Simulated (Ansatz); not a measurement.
These are PBE (plane waves to 420 eV, PAW; Ansatz, a quantum-chemistry and plane-wave program) values and carry that method's errors.

Electrostatic potential energy of an electron, averaged over planes parallel to the surface, in eV from the Fermi level, for N on the 1x1 (110) surface of bcc Fe, ferromagnetic, one in a 2x2 cell, started at the site 'bridge Fe-Fe (span 2.8 Å)':

| z (Å) | V (eV) |
|---|---|
| 5.44 | 4.80 |
| 5.73 | 4.79 |
| 6.02 | 4.79 |
| 6.30 | 4.79 |
| 6.59 | 4.78 |
| 6.88 | 4.76 |
| 7.16 | 4.72 |
| 7.45 | 4.63 |
| 7.73 | 4.46 |
| 8.02 | 4.11 |
| 8.31 | 3.41 |
| 8.59 | 2.00 |
| 8.88 | -1.13 |
| 9.17 | -8.23 |
| 9.45 | -15.40 |
| 9.74 | -18.22 |
| 10.03 | -15.55 |
| 10.31 | -8.56 |
| 10.60 | -2.21 |
| 10.89 | -2.17 |
| 11.17 | -8.47 |
| 11.46 | -15.52 |
| 11.74 | -18.25 |
| 12.03 | -15.40 |
| 12.32 | -8.25 |
| 12.60 | -1.94 |
| 12.89 | -1.88 |
| 13.18 | -8.09 |
| 13.46 | -15.28 |
| 13.75 | -18.23 |
| 14.04 | -15.59 |
| 14.32 | -8.56 |
| 14.61 | -2.12 |
| 14.90 | -1.86 |
| 15.18 | -7.93 |
| 15.47 | -15.17 |
| 15.76 | -18.29 |
| 16.04 | -15.84 |
| 16.33 | -8.93 |
| 16.61 | -2.40 |
| 16.90 | -1.85 |
| 17.19 | -7.69 |
| 17.47 | -15.10 |
| 17.76 | -18.83 |
| 18.05 | -17.99 |
| 18.33 | -12.44 |
| 18.62 | -4.81 |
| 18.91 | 0.30 |
| 19.19 | 3.09 |
| 19.48 | 4.16 |
| 19.77 | 4.62 |
| 20.05 | 4.81 |
| 20.34 | 4.90 |
| 20.62 | 4.94 |
| 20.91 | 4.95 |
| 21.20 | 4.96 |
| 21.48 | 4.96 |
| 21.77 | 4.97 |
| 22.06 | 4.97 |
| 22.34 | 4.97 |
| 22.63 | 4.97 |
| 22.92 | 4.97 |

Slab: 21 atoms, 8.0 Å thick at the start under the adsorbate (thin: gaps and levels are the slab's own); k 6x6x1, smearing 0.1 eV, dipole-corrected; 8 atoms held, the rest relaxed; held to the start's symmetry, so lower structures may exist; spin-polarised, no spin-orbit, no U, no dispersion correction. At the end it is bonded to 4 Fe. In PBE it is, or lies within 0.03 eV of, the lowest of the starts that converged.

The vacuum level lies 4.97 eV above the Fermi level over the top face and 4.80 eV above it under the bottom face.
